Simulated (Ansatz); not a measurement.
## BN: response to strain

Take BN in the wurtzite structure (space group P6_3mc, No. 186) as the base.

```
CELL_PARAMETERS angstrom
      2.55453     0.00000     0.00000
     -1.27726     2.21229     0.00000
      0.00000     0.00000     4.22457
ATOMIC_POSITIONS crystal
  B  0.66667 0.33333 0.99991
  B  0.33333 0.66667 0.49991
  N  0.66667 0.33333 0.62529
  N  0.33333 0.66667 0.12529
```

Cartesian axes are those of the cell as printed.

Strains are applied to the cell and any free atomic positions relax; under biaxial strain the out-of-plane vector relaxes too.

Computed with PBE in Ansatz (plane waves to 420 eV, PAW, without spin-orbit coupling).

```json
[
 {"biaxial strain, plane normal [001], relaxed out of plane (%)": "0", "out-of-plane strain (%)": "0.00"},
 {"biaxial strain, plane normal [001], relaxed out of plane (%)": "0.32", "out-of-plane strain (%)": "?"},
 {"biaxial strain, plane normal [001], relaxed out of plane (%)": "0.83", "out-of-plane strain (%)": "-0.09"},
 {"biaxial strain, plane normal [001], relaxed out of plane (%)": "2.49", "out-of-plane strain (%)": "-0.28"},
 {"biaxial strain, plane normal [001], relaxed out of plane (%)": "4.46", "out-of-plane strain (%)": "-0.49"}
]
```

Task: Fit ε⊥ = −νε + γε² (strains in %) to the rows shown and predict the withheld row.

Result: Least squares on the printed values gives ν = 0.11 (the biaxial Poisson response) and γ = 0.001 (largest residual 0.00 %); this predicts -0.04 %, and the run gives -0.04 %, in agreement.

Stability against distortions was not tested.

Ansatz is a first-principles code.
